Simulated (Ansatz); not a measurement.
**HfN: energy against volume**

HfN (rock salt, Fm-3m, 11.760 Å³/atom and stress up to 0.01 GPa in the relaxed cell, cube axes along x, y and z) under an equal strain ε along all three axes. PBE in Ansatz, a plane-wave DFT program (PAW, default set), 420 eV, 22×22×22 Γ-centred mesh, Fermi-Dirac smearing 0.10 eV; ions are relaxed, or left where forces stay under 0.02 eV/Å, within the symmetry of each cell.

Here V stands for volume and E for E less E0.

```
volume (Å³/atom)  E less E0 (meV/atom)  pressure (GPa)
----------------  --------------------  --------------
11.0687                          36.77           18.13
11.2390                          20.26           13.13
11.4110                           8.80            8.45
11.5848                           2.12            4.08
11.7603                           0.00            0.00
11.9376                           2.23           -3.81
12.1167                           8.59           -7.36
12.2975                          18.90          -10.68
12.4802                          32.95          -13.76
12.8508                              ?               ?
```

### Question
Fit E against V with the third-order Birch-Murnaghan form, a cubic in V^(-2/3), and predict the withheld value at V = 12.8508.

### Answer
With u = V^(-2/3) - 0.193, the rows have u = 0.008343, 0.006303, 0.004296, 0.002317, 0.000369, -0.001550, -0.003441, -0.005304, -0.007140. Least squares gives E = 0.098 - 475.90·u + 580594·u² + 394103·u³. Residuals (row less fit): 0.001, -0.003, 0.000, 0.003, -0.001, 0.001, -0.004, 0.003, -0.001; standard error 0.003 (degrees of freedom: 5). Its minimum lies at u = 0.000410, so V0 = (0.193410)^(-3/2) = 11.76. There d²E/du² = 1162000 and d³E/du³ = 2365000, so B0 = (4/9) × 11.76^(-7/3) × 1162000 × 0.160218 = 263 GPa (the last factor turns the table's units into GPa), and B0' = 4 + (2/3) × 0.193410 × (2365000)/1162000 = 4.3. B0' rests on the cubic coefficient alone and has a standard error of 0.1 from these residuals. At the withheld row, u = -0.010731, so E = 0.098 - 475.90 × (-0.010731) + 580594 × (-0.010731)² + 394103 × (-0.010731)³ = 71.576 meV/atom. The calculation gives 71.55 meV/atom, 0.026 meV/atom below the prediction (0.0 % of the range of E in the table). The row lies outside the fitted rows, so this is an extrapolation. The scatter of the fitted rows lies at the last printed digit.

In a metal these values are sensitive to mesh and smearing; energies are taken to zero smearing, stresses follow the free energy. Other structures, which can take over under pressure, weren't tried. The same form fitted to the pressure column gives B0' = 4.3; series where the two differ by over 0.4 aren't shown. Rows are the converged runs of the series near zero and its far end, less any whose ions stayed unrelaxed beside relaxed ones; series whose fitted rows scatter by over a few per cent of the range, as at a crossing or softening among them, aren't shown in this form.
